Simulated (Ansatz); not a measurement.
The parent structure is KBr in the rock salt structure (space group Fm-3m, No. 225; a = 6.608 Å).

The values are results of r2SCAN, PAW, 500 eV (Ansatz, a quantum-chemistry and plane-wave program; without spin-orbit coupling), not measurements.

Before the change:

```
Item          Result
--------  ----------
Band gap     5.07 eV
Density   2.74 g/cm³
```

It is then changed as follows: cell and atoms relaxed at a pressure of 1.5 GPa.

What does the calculation give for the band gap and density after the change?

The band gap rises by 0.23 eV, from 5.07 eV to 5.30 eV; the density goes up by 0.22 g/cm³ (2.74 g/cm³ → 2.96 g/cm³).

Load acts through the strain it causes; cell and atoms are relaxed under it. No phonon test of stability was made.
